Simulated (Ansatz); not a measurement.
# What isotropic strain +0.37 % does to CsSnI3

Base system: CsSnI3 (space group P4/mbm, No. 127; a = 8.536 Å, c = 6.220 Å).

Modification: an isotropic linear strain of +0.37 %; the atoms relax in the strained cell.

Calculations: Ansatz (a quantum-chemistry and plane-wave program) PBEsol, without spin-orbit coupling. Γ-centred 4×4×6 mesh, Fermi–Dirac width 0.05 eV.

The volume per atom grows by 0.505 Å³, from 45.32 Å³ to 45.83 Å³ and the space group remains P4/mbm (No. 127). The shortest interatomic distance increases by 0.0114 Å, from 3.091 Å to 3.103 Å and the energy grows by 0.3 meV/atom. The pressure (mean of the normal stresses, compression positive) goes from zero to -2.0 kbar and the band gap rises by 0.05 eV, from 0.28 eV to 0.33 eV. The gap character is still direct at Z and the electron mass amounts to 0.029 mₑ along k, 0.75 mₑ across (at Z).

Spin-orbit coupling, missing from the scalar runs, can matter with I. Effective masses come from finite differences of ±0.01 Å⁻¹. Along k means along the line from Γ to the band edge. Whether these cells are dynamically stable was not tested. The zero or small gap of CsSnI3 can change with the level of theory.
